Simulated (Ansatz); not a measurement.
**MoGe2 (model structure, started from the C54 type, Fddd, No. 70, 6 atoms in the cell): properties by level of theory**

```json
[
 {"level (code)": "PBE (Ansatz)", "equilibrium volume per atom (Å³/atom)": "15.54", "formation enthalpy (eV/atom)": "-0.046"},
 {"level (code)": "PBEsol (Ansatz)", "equilibrium volume per atom (Å³/atom)": "14.89", "formation enthalpy (eV/atom)": "-0.143"},
 {"level (code)": "PBE-D3(BJ) (Ansatz)", "equilibrium volume per atom (Å³/atom)": "14.91", "formation enthalpy (eV/atom)": "-0.145"}
]
```

Ansatz's density-functional and Hartree–Fock values are scalar-relativistic unless marked +SOC, with PAW data made under PBE.

Static lattice: no zero-point or thermal effects.

A model structure was made by putting elements into a prototype or built by hand; it is no filed structure, need not be a known phase, and can be a saddle point held by its symmetry.

Ansatz is a program for electronic structure.
